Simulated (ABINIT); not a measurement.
A self-consistent single point of TiCo (Pm-3m, 2 atoms in the cell) with ABINIT.

Level of theory: PBE, norm-conserving pseudopotentials (PseudoDojo nc-sr-05 PBE standard) (plane waves; ABINIT).

The change in words: lattice scaled by 0.98. Reference geometry:
```
TiCo
1.0
    2.92310     0.00000     0.00000
    0.00000     2.92310     0.00000
    0.00000     0.00000     2.92310
Ti Co
1 1
Direct
  0.00000   0.00000   0.00000
  0.50000   0.50000   0.50000
```
Moments meant for the start (each program seeds them in its own way; μB, in the order of the atoms Ti Co): 1.0 3.0.

Reference input (self-consistent single point, DFT, PBE, plane waves, norm-conserving pseudopotentials (PseudoDojo nc-sr-05 PBE standard)): pseudos = [Ti.upf, Co.upf]; ecut = 48 Ha; ixc = 11; nsppol = 2; occopt = 7; tsmear = 0.272 eV; ngkpt = 15 15 15; nshiftk = 1; shiftk = 0 0 0; potentials = PseudoDojo nc-sr-05 PBE standard; nband = 23; kptopt = 1. This run's input differs from it in these lines:

```diff
@@ -5,5 +5,5 @@
 rprim
-         5.5238641041    0.0000000000    0.0000000000
-         0.0000000000    5.5238641041    0.0000000000
-         0.0000000000    0.0000000000    5.5238641041
+         5.4133869354    0.0000000000    0.0000000000
+         0.0000000000    5.4133869354    0.0000000000
+         0.0000000000    0.0000000000    5.4133869354
 natom 2
@@ -14,3 +14,3 @@
          0.0000000000    0.0000000000    0.0000000000
-         2.7619320520    2.7619320520    2.7619320520
+         2.7066934677    2.7066934677    2.7066934677
 ecut 48
```

Log, with long lists cut:

```
--- !BeginCycle
solver: {iscf: 7, nstep: 80, nline: 4, wfoptalg: 0, }
tolerances: {tolvrs: 1.00E-11, }
...

     iter   Etot(hartree)     deltaE(h) residm    vres2    magn
 ETOT  1  -212.17009097762    -2.12E+02 4.45E-01 8.49E+02 1.092
 ETOT  2  -208.10969605878     4.06E+00 7.18E-02 4.08E+04 0.978
 ETOT  3  -212.03056741268    -3.92E+00 6.75E-02 3.39E+03 0.404
 ETOT  4  -212.35139222205    -3.21E-01 1.98E-02 6.49E+02 0.560
 ETOT  5  -212.40354681367    -5.22E-02 6.00E-03 1.09E+02 0.523
   [... 10 lines left out ...]
 ETOT 16  -212.41426404525     7.19E-12 5.63E-04 2.40E-09 0.446
 ETOT 17  -212.41426404526    -1.38E-11 2.91E-04 2.52E-10 0.446
 ETOT 18  -212.41426404526     4.77E-12 4.67E-04 3.17E-11 0.446
 ETOT 19  -212.41426404526    -3.78E-12 2.11E-04 2.35E-12 0.446
 At SCF step   19       vres2   =  2.35E-12 < tolvrs=  1.00E-11 =>converged.

 Cartesian components of stress tensor (hartree/bohr^3)
  sigma(1 1)= -8.70436790E-04  sigma(3 2)=  0.00000000E+00
  sigma(2 2)= -8.70436790E-04  sigma(3 1)=  0.00000000E+00
  sigma(3 3)= -8.70436790E-04  sigma(2 1)=  0.00000000E+00

 Integrated electronic and magnetization densities in atomic spheres:
 Radius=ratsph(iatom), smearing ratsm=  0.0000. Diff(up-dn)=approximate z local magnetic moment.
 Atom    Radius    up_density   dn_density  Total(up+dn)  Diff(up-dn)
    1   2.00000     4.804466     4.797152      9.601617     0.007314
    2   2.00000     7.922467     7.459025     15.381492     0.463442
  Sum:             12.726933    12.256177     24.983110     0.470756
 Total magnetization (from the atomic spheres):             0.470756
   [... lines left out ...]
 Total magnetization (exact up - dn):                       0.446318
 Fermi (or HOMO) energy (hartree) =   0.50596   Average Vxc (hartree)=  -0.50238
 Fermi (or HOMO) energy (eV) =  13.76781   Average Vxc (eV)= -13.67052
   [... lines left out ...]
total_energy        : -2.12414264045262E+02
total_energy_eV     : -5.78008607627503E+03
band_energy         : -1.80554622366613E+01
...

-Cartesian components of stress tensor (GPa)         [Pressure=  2.5609E+01 GPa]
- sigma(1 1)= -2.56091302E+01  sigma(3 2)=  0.00000000E+00
- sigma(2 2)= -2.56091302E+01  sigma(3 1)=  0.00000000E+00
- sigma(3 3)= -2.56091302E+01  sigma(2 1)=  0.00000000E+00

 Calculation completed.
```

The run converged in 19 iterations. Against the reference run the free energy rises by 83.9 meV/atom, the pressure goes from 11.53 to 25.61 GPa and the size of the net moment goes from 0.34 to 0.22 μB/atom.

The starting cell comes from a database of computed structures (which also holds hypothetical and non-ambient phases and stackings), without a prior relaxation at this level. Its lattice was rescaled by a random factor within 2.5 % of one. For this run, on top of that: lattice scaled by 0.98. The moments shrank to a small part of their start, a low-spin state that need not be the lowest. With a pressure of about 26 GPa the cell is away from its equilibrium volume at this level.

Cost on one core of a shared machine: roughly 9 min.
